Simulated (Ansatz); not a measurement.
## ZnS: energy against strain

ZnS (zinc blende, F-43m, 18.576 Å³/atom at rest) under an equal strain ε in the (111) plane with the normal axis free, as in a coherent film. LDA in Ansatz, a plane-wave DFT program (PAW, default set), 420 eV, 11×11×11 Γ-centred mesh, Fermi-Dirac smearing 0.05 eV; ions are relaxed within the symmetry of each cell.

Here s stands for strain and y for E less E0.

| strain (%) | E less E0 (meV/atom) |
|---|---|
| -2.50 | ? |
| -1.25 | 3.18 |
| -0.83 | 1.39 |
| -0.42 | 0.35 |
| 0.00 | 0.00 |
| 0.42 | 0.36 |
| 0.83 | 1.37 |
| 1.25 | 3.09 |

Taking a parabola for y over the 7 complete rows: Least squares gives y = 0.000 - 0.0257·s + 2.0060·s². Residuals (row less fit): 0.014, -0.013, -0.015, 0.000, 0.017, 0.009, -0.012; standard error 0.017 (degrees of freedom: 4). Twice the quadratic coefficient over the volume, 2 × 2.0060 meV × 10⁴ × 0.1602 / 18.576 Å³, is twice the biaxial elastic modulus of this plane = 346 ± 1.8 GPa.

Q: What does the fit predict for y at s = -2.50, and how far is the calculated value from it?

A: y = 0.000 - 0.0257 × (-2.50) + 2.0060 × (-2.50)² = 12.602 meV/atom. The calculation gives 12.95 meV/atom, 0.348 meV/atom above the prediction (2.7 % of the range of y in the table). The row lies outside the fitted rows, so this is an extrapolation. From the scatter of the fitted rows alone, a prediction at this place has a standard error of 0.063 meV/atom, so the miss is 5.5 times that.

One order more, fitted to all 13 runs of the series, follows each within 0.01, so the miss is the next term of a smooth law. Rows are the converged runs of the series near zero and its far end; series whose fitted rows scatter by over a few per cent of the range, as at a crossing or softening among them, aren't shown in this form. Most that stay on the fit to the last digits aren't either.
